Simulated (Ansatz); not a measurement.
The starting structures come from a database of crystals and need not be the phases stable at ambient conditions.

## Evanescent states of CdSe2 (Pa-3, not sure to be the ambient phase, 12 atoms a cell, 25.6 Å³ an atom, -2 GPa at this level) along the normal of (001)

All values below come from r2SCAN (plane waves, PAW; Ansatz, a first-principles code).

The gap is the functional's own. No spin-orbit coupling. Mid-gap values are interpolated on the energy grid.

Energies count from the valence-band top; κ is the least over a 6×6 mesh across the current.

| E (eV) | κ (1/Å) | where |
|---|---|---|
| 0.04 | 0.046 | Γ |
| 0.10 | 0.080 | Γ |
| 0.17 | 0.104 | Γ |
| 0.24 | ? | Γ |
| 0.32 | ? | Γ |
| 0.39 | ? | Γ |
| 0.46 | ? | off Γ |
| 0.53 | ? | off Γ |
| 0.59 | ? | off Γ |
| 0.67 | ? | off Γ |
| 0.73 | ? | off Γ |
| 0.81 | 0.131 | off Γ |
| 0.88 | 0.107 | off Γ |
| 0.94 | 0.068 | off Γ |

**Question.** Some entries are withheld; supply them.

**Answer.** 
- 0.24, κ (1/Å): 0.124
- 0.32, κ (1/Å): 0.143
- 0.39, κ (1/Å): 0.160
- 0.46, κ (1/Å): 0.169
- 0.53, κ (1/Å): 0.172
- 0.59, κ (1/Å): 0.173
- 0.67, κ (1/Å): 0.163
- 0.73, κ (1/Å): 0.149
